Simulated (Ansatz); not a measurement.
The parent structure is GaSb in the zinc blende structure (space group F-43m, No. 216; a = 6.132 Å). Axes: x, y, z lie along the cube axes.

Method: r2SCAN, PAW, 500 eV (Ansatz, a program for electronic structure; spin-orbit coupling left out).

Strains are applied to the cell and any free atomic positions relax.

One change was made to it. Results:

| quantity | base | after |
|---|---|---|
| shortest interatomic distance | 5.018 bohr | 4.997 bohr |
| valence-band top at Γ (three highest levels, from the VBM) | 0.00, 0.00, 0.00 eV | 0.00, -0.14, -0.22 eV |
| largest internal atomic displacement | – | 0.012 Å |
| energy relative to the base (free energy F) | 0 meV/atom | +3.2 meV/atom |

Question: Name the change that was made.
A) tensor shear ε_xy = +1.43 %
B) tensor shear ε_xy = +2.00 %
C) tensor shear ε_xy = +1.71 %

Answer: A, tensor shear ε_xy = +1.43 %. For comparison, the valence-band top at Γ in the other runs: tensor shear ε_xy = +2.00 % gives 0.00, -0.20, -0.31 eV; tensor shear ε_xy = +1.71 % gives 0.00, -0.17, -0.27 eV.

Spin-orbit coupling, missing from the scalar runs, can matter with Sb. The levels and masses belong to the bands next to the band gap. Whether these cells are dynamically stable was not tested.
